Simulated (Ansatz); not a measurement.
**Mg2BeN2 (model structure, started from the Ca2ZnN2 type, I4/mmm, No. 139, 5 atoms in the cell)**

Level of theory: r²SCAN (plane waves, PAW; Ansatz, a quantum-chemistry and plane-wave program).

Run with plane-wave cutoff 560 eV, 16×16×16 k mesh, Fermi–Dirac smearing 0.01 eV, scalar-relativistic PAW data made under PBE.

Cell (relaxed with PBEsol):

```yaml
crystal:
  lattice:
    - [-1.55576, 1.55576, 5.49036]
    - [1.55576, -1.55576, 5.49036]
    - [1.55576, 1.55576, -5.49036]
  atoms:
    - { symbol: Mg, position: [0.66409, 0.66409, 0.00000] }
    - { symbol: Mg, position: [0.33591, 0.33591, 0.00000] }
    - { symbol: Be, position: [0.00000, 0.00000, 0.00000] }
    - { symbol: N, position: [0.86052, 0.86052, 0.00000] }
    - { symbol: N, position: [0.13948, 0.13948, 0.00000] }
```

band gap: 1.46 eV (indirect)
smallest direct gap on the k points sampled: 2.09 eV
Γ–Γ gap: 2.10 eV

Note: the relaxation could raise the start's symmetry but not lower it, so the cell can be a saddle point; cell and atoms aren't relaxed at this level (largest force component 0.21 eV/Å, pressure -0.4 GPa).

Computed values are for the static lattice.

Cost on a shared machine: around 80 core-seconds (rough).

A model structure was made by putting elements into a prototype or built by hand; it is no filed structure, need not be a known phase, and can be a saddle point held by its symmetry.
